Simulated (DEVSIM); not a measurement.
Device: Ti/HfO2/SiO2/p-Si capacitor, at 300 K.

| layer (left to right) | material | thickness (nm) | Na (cm⁻³) |
|---|---|---|---|
| 1 | HfO2 | 2.20 | - |
| 2 | SiO2 | 0.620 | - |
| 3 | Si | 4500 | 1.6e16 |

Metal gate on the left, work function 4.33 eV. Fixed charge at the semiconductor interface -2.6e11 cm⁻² (in units of +e); interface traps 3.8e11 cm⁻² eV⁻¹, uniform in energy, neutral level at 0.7 of the gap above the valence band.

Constants are typed, rounded textbook-type inputs, not results; the design itself was drawn at random and stands for no fabricated device. Values at 300 K.

```csv
parameter,HfO2,SiO2,Si
gap (eV),5.7,9,1.124
affinity (eV),2.5,0.9,4.05
permittivity,22,3.9,11.7
Nc (cm⁻³),-,-,2.86e19
Nv (cm⁻³),-,-,3.1e19
```

Model (solved in DEVSIM): 1D Poisson equation in equilibrium, Boltzmann statistics, complete ionisation; no quantum confinement or tunnelling. Metal contacts follow the ideal Schottky-Mott rule: no Fermi-level pinning, no interface dipoles.

Question: Tabulate band edges, carrier densities and field at -0.1 V on the gate.

Answer: Energies count from the Fermi level of the right contact; mesh points crowd at the junctions.

```tsv
x (μm)	Ec (eV)	Ev (eV)	n (cm⁻³)	p (cm⁻³)	field (V/cm)
0.000	1.930	-3.770	< 1e2	< 1e2	46000
0.0008890	1.934	-3.766	< 1e2	< 1e2	46000
0.001739	1.938	-3.762	< 1e2	< 1e2	46000
0.002488	3.548	-5.452	< 1e2	< 1e2	260000
0.003589	0.410	-0.714	3.7e12	3.1e7	49000
0.005866	0.421	-0.703	2.4e12	4.8e7	49000
0.01083	0.445	-0.679	9.6e11	1.2e8	48000
0.02787	0.522	-0.602	4.8e10	2.4e9	43000
0.05880	0.645	-0.479	4.2e8	2.8e11	36000
0.1262	0.829	-0.295	330000	3.5e14	19000
0.2826	0.927	-0.197	7700	1.5e16	450
0.8048	0.928	-0.196	7300	1.6e16	≈ 0
1.752	0.928	-0.196	7300	1.6e16	≈ 0
3.150	0.928	-0.196	7300	1.6e16	≈ 0
4.030	0.928	-0.196	7300	1.6e16	≈ 0
4.287	0.928	-0.196	7300	1.6e16	≈ 0
4.404	0.928	-0.196	7300	1.6e16	≈ 0
4.460	0.928	-0.196	7300	1.6e16	≈ 0
4.489	0.928	-0.196	7300	1.6e16	≈ 0
4.497	0.928	-0.196	7300	1.6e16	≈ 0
4.501	0.928	-0.196	7300	1.6e16	≈ 0
4.503	0.928	-0.196	7300	1.6e16	≈ 0
```
